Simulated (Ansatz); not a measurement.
## NbN under a change: pressure −1 GPa

The parent structure is NbN in the rock salt structure (space group Fm-3m, No. 225; a = 4.421 Å).

It is then changed as follows: hydrostatic tension (pressure −1 GPa).

Method: PBE (Ansatz, a program for electronic structure; PAW; 420 eV plane waves; scalar-relativistic without spin-orbit coupling). Γ-centred 18×18×18 mesh, Fermi–Dirac width 0.05 eV.

| quantity | base | changed | shift |
|---|---|---|---|
| density | 8.22 g/cm³ | 8.19 g/cm³ | -0.03 g/cm³ |
| lattice parameter a | 4.421 Å | 4.426 Å | +0.005 Å |
| shortest interatomic distance | 2.211 Å | 2.213 Å | +0.002 Å |
| enthalpy H = E + PV relative to the base's energy | – | -0.07 eV/atom | – |
| band gap | zero | zero | – |

Load acts through the strain it causes; cell and atoms are relaxed under it. Whether these cells are dynamically stable was not tested. All final runs are without spin polarisation.
